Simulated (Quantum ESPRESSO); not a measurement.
Worked example: self-consistent single point of AlFeF5 (Immm, 7 atoms in the cell) in Quantum ESPRESSO.

Computed with PBEsol, GBRV 1.5 ultrasoft (PBESOL) pseudopotentials (plane waves; Quantum ESPRESSO).

The change in words: lattice scaled by 0.98. Reference geometry:
```yaml
crystal:
  lattice:
    - [-1.77737, 3.08604, 3.72423]
    - [1.77737, -3.08604, 3.72423]
    - [1.77737, 3.08604, -3.72423]
  atoms:
    - { symbol: Al, position: [0.50000, 0.50000, 0.00000] }
    - { symbol: Fe, position: [0.00000, 0.00000, 0.00000], spin: 4.0 }
    - { symbol: F, position: [0.79410, 0.50000, 0.29410] }
    - { symbol: F, position: [0.20590, 0.50000, 0.70590] }
    - { symbol: F, position: [0.25957, 0.25957, 0.00000] }
    - { symbol: F, position: [0.74043, 0.74043, 0.00000] }
    - { symbol: F, position: [0.50000, 0.00000, 0.50000] }
```
(The spins are starting values, not results.)

Reference input (self-consistent single point, DFT, PBEsol, plane waves, GBRV 1.5 ultrasoft (PBESOL) pseudopotentials): ecutwfc = 50 Ry; ecutrho = 400 Ry; occupations = smearing; smearing = fermi-dirac; degauss = 0.0036749 Ry; nspin = 2; potentials = {Al: al_pbesol_v1.uspp.F.UPF, Fe: fe_pbesol_v1.5.uspp.F.UPF, F: f_pbesol_v1.4.uspp.F.UPF}; K_POINTS = automatic 4 4 4 0 0 0; conv_thr = 1e-10 Ry; mixing_beta = 0.2. This run's input differs from it in these lines:

```diff
@@ -9,3 +9,3 @@
   ibrav = 0
-  celldm(1) = 9.7375959074
+  celldm(1) = 9.5428432756
   nat = 7
@@ -29,13 +29,13 @@
 CELL_PARAMETERS {alat}
-  -0.3449242611     0.5988922179     0.7227415620
-   0.3449242611    -0.5988922179     0.7227415620
-   0.3449242611     0.5988922179    -0.7227415620
+  -0.3449243463     0.5988922231     0.7227415171
+   0.3449243463    -0.5988922231     0.7227415171
+   0.3449243463     0.5988922231    -0.7227415171
 ATOMIC_POSITIONS {angstrom}
-Al    0.0000000000    0.0000000000    3.7242250000
+Al    0.0000000000    0.0000000000    3.6497400000
 Fe    0.0000000000    0.0000000000    0.0000000000
-F     0.0000000000    1.8152087280    3.7242250000
-F     1.7773650000    1.2708312720    0.0000000000
-F     0.0000000000    0.0000000000    1.9333941665
-F     0.0000000000    0.0000000000    5.5150558335
-F     0.0000000000    3.0860400000    0.0000000000
+F     0.0000000000    1.7789044358    3.6497400000
+F     1.7418180000    1.2454145642    0.0000000000
+F     0.0000000000    0.0000000000    1.8947260236
+F     0.0000000000    0.0000000000    5.4047539764
+F     0.0000000000    3.0243190000    0.0000000000
 K_POINTS {automatic}
```

Output (repeated stretches shortened):

```
     Self-consistent Calculation

     iteration #  1     ecut=    50.00 Ry     beta= 0.20

     Threshold (ethr) on eigenvalues was too large:
     Diagonalizing with lowered threshold

     total energy              =    -500.04355469 Ry
     estimated scf accuracy    <       0.34651946 Ry

     total magnetization       =     4.00 Bohr mag/cell
     absolute magnetization    =     4.00 Bohr mag/cell

     iteration #  2     ecut=    50.00 Ry     beta= 0.20

     total energy              =    -500.04323205 Ry
     estimated scf accuracy    <       0.11454027 Ry

     total magnetization       =     4.00 Bohr mag/cell
   [... lines left out ...]

     total magnetization       =     4.00 Bohr mag/cell
     absolute magnetization    =     4.03 Bohr mag/cell

     iteration # 15     ecut=    50.00 Ry     beta= 0.20

     Magnetic moment per site  (integrated on atomic sphere of radius R)
     atom   1 (R=0.142)  charge=  0.3295  magn=  0.0035
     atom   2 (R=0.155)  charge= 12.9391  magn=  3.2863
     atom   3 (R=0.142)  charge=  5.9798  magn=  0.0608
     atom   4 (R=0.142)  charge=  5.9798  magn=  0.0608
     atom   5 (R=0.142)  charge=  5.9983  magn=  0.0605
     atom   6 (R=0.142)  charge=  5.9983  magn=  0.0605
     atom   7 (R=0.142)  charge=  6.0452  magn=  0.0031
     End of self-consistent calculation

     the Fermi energy is     7.6196 ev

!    total energy              =    -500.06095981 Ry
     estimated scf accuracy    <          6.8E-11 Ry
     smearing contrib. (-TS)   =      -0.00033628 Ry
     internal energy E=F+TS    =    -500.06062353 Ry

     total magnetization       =     4.00 Bohr mag/cell
     absolute magnetization    =     4.03 Bohr mag/cell

     convergence has been achieved in  15 iterations

     Forces acting on atoms (cartesian axes, Ry/au):

     atom    1 type  1   force =     0.00000000   -0.00000000    0.00000000
     atom    2 type  2   force =     0.00000000    0.00000000    0.00000000
     atom    3 type  3   force =     0.00000000    0.02196500    0.00000000
     atom    4 type  3   force =     0.00000000   -0.02196500    0.00000000
   [... lines left out ...]

     Total force =     0.042650     Total SCF correction =     0.000009

          total   stress  (Ry/bohr**3)                   (kbar)     P=       99.29
   0.00068806  -0.00000000  -0.00000000          101.22       -0.00       -0.00
  -0.00000000   0.00061466   0.00000000           -0.00       90.42        0.00
  -0.00000000   0.00000000   0.00072217           -0.00        0.00      106.24

   JOB DONE.
```

The run converged in 15 iterations. Against the reference run the free energy goes up by 23.4 meV/atom, the pressure goes from 1.20 to 9.93 GPa, the largest force goes from 0.337 to 0.565 eV/Å, the gap on the mesh goes from 0.362 to 0.373 eV and the size of the net moment stays at 0.57 μB/atom.

The starting cell comes from a database of computed structures (which also holds hypothetical and non-ambient phases and stackings), without a prior relaxation at this level. For this run, on top of that: lattice scaled by 0.98. With one magnetic atom in the cell only a parallel order is possible. With a pressure of about 10 GPa the cell is away from its equilibrium volume at this level.

Cost on one core of a shared machine: roughly 3 min.
